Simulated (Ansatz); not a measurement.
Consider Nb in the bcc (W type) structure (space group Im-3m, No. 229; a = 3.3045 Å; relaxed with 0.1 eV smearing).

Computed with plane-wave PAW DFT at the r2SCAN level (Ansatz, a quantum-chemistry and plane-wave program, 500 eV), without spin-orbit coupling.

Base values:

```
Property    Value
--------  -------
Pressure  0.0 GPa
```

One thing is altered: the cell is scaled by 0.9850 in all directions, atoms relaxed at fixed cell.

How does this affect the pressure and energy relative to the base?

The pressure goes from zero to 8.5 GPa; the energy grows by 21 meV/atom.

The cells carry an imposed strain or load. Stability against distortions was not tested. The final runs are not spin-polarised.
